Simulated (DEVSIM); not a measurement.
Device: Al/SiO2/p-Ge capacitor, at 300 K.

Layer 1 from the left is SiO2, thickness (nm) 8.00. Layer 2 from the left is Ge, thickness (nm) 7100, Na (cm⁻³) 7.1e15.

Metal gate on the left, work function 4.1 eV. Fixed charge at the semiconductor interface 1.8e12 cm⁻² (in units of +e); interface traps 3.4e11 cm⁻² eV⁻¹, uniform in energy, neutral level at 0.5 of the gap above the valence band.

The device is made up for the run: typed textbook-type constants, with dimensions and the other settings drawn at random. Values at 300 K.

SiO2: gap (eV) 9, affinity (eV) 0.9, permittivity 3.9. Ge: gap (eV) 0.664, affinity (eV) 4, permittivity 16, Nc (cm⁻³) 1.04e19, Nv (cm⁻³) 6e18.

Model (solved in DEVSIM): 1D Poisson equation in equilibrium, Boltzmann statistics, complete ionisation; no quantum confinement or tunnelling. Metal contacts follow the ideal Schottky-Mott rule: no Fermi-level pinning, no interface dipoles.

Problem. What does the simulation give for the minimum of the low-frequency capacitance, the threshold voltage (band bending 2φF)?

Solution. minimum of the low-frequency capacitance 0.0946 μF/cm²; threshold voltage (band bending 2φF) -0.67 V.
